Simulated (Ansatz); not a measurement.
Pd3GaC (model structure, started from the Ni3MgC type, Pm-3m, No. 221, 5 atoms in the cell), treated with LDA in Ansatz (plane waves, PAW).

Settings: plane-wave cutoff 520 eV, 14×14×14 k mesh, Fermi–Dirac smearing 0.05 eV, scalar-relativistic PAW data made under PBE.

Cell (relaxed at this level):

GaPd3C has the cubic space group Pm-3m (No. 221), the anti-perovskite structure, Pearson symbol cP5. Cell: a = 4.0492 Å, b = 4.0492 Å, c = 4.0492 Å, α = 90.00°, β = 90.00°, γ = 90.00°. Ga on 1a is surrounded by 12 Pd at 2.863 Å (cuboctahedral). Pd on 3c has 2 C at 2.025 Å and 8 Pd at 2.863 Å and 4 Ga at 2.863 Å. C on 1b has 6 Pd at 2.025 Å (octahedral). (Neighbours: up to the widest gap in distance over summed covalent radii, below 1.35, at either atom; cation-cation and far metal-metal contacts left out.)

What does this level give for the bulk modulus B0?


* **bulk modulus B0**: 208 GPa

The run finds no gap.

Note: the bulk modulus is −V dP/dV from two relaxed cells at ±2 % in volume; the relaxation could raise the start's symmetry but not lower it, so the cell can be a saddle point.

Computed values are for the static lattice.

A model structure was made by putting elements into a prototype or built by hand; it is no filed structure, need not be a known phase, and can be a saddle point held by its symmetry.

Ansatz is a quantum-chemistry and plane-wave program.
